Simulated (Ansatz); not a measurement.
Bond-angle distributions (per cent of the angles at each element, bins of 10°) of a relaxed model of amorphous Hf10Si10O40 at 5.08 g/cm³. Method: PBE, scalar-relativistic without spin-orbit coupling (plane waves to 420 eV, PAW; Ansatz, a first-principles code).

Preparation: random packing, a CHGNet melt and quench, and a DFT relaxation. O atoms were pushed apart under 1.9 Å during the dynamics, to hinder bonds among them. The hot cell started wider than the set density and was brought back towards it in steps. It is the lowest in DFT energy of 8 quenches. It is a model cell: composition and starting density were chosen by hand, and all elements were melted together. No dispersion term was used. Its density started from a set value of 5.43 and ended at 5.08 g/cm³. The simulated quench (nominally 300 K/ps over its main leg) is rapid and tends to freeze in more defects than a deposited or slowly cooled glass has. Values belong to this one cell and scatter from quench to quench. Volume and shape were free in the relaxation.

Neighbours within Hf-Hf 3.34 Å, Hf-Si 2.89 Å, Hf-O 2.66 Å, Si-Si 2.60 Å, Si-O 1.90 Å, O-O 1.58 Å count as bonded. Two cations that share two anions don't count as bonded, nor two that share one unless they lie closer than Hf-Hf 3.25 Å, Hf-Si 2.81 Å, Si-Si 2.38 Å.

```tsv
angle (°)	at Hf	at Si	at O
50-60	0	0	0
60-70	5	0	0
70-80	12	0	0
80-90	18	0	0
90-100	19	3	7
100-110	13	52	13
110-120	8	45	13
120-130	6	0	22
130-140	2	0	15
140-150	7	0	12
150-160	5	0	7
160-170	1	0	10
170-180	4	0	0
```

They go with these counts of neighbours within the cut-offs, cation contacts included: Hf mean 5.4, most often 5; Si mean 4.0, most often 4; O mean 2.4, most often 2.
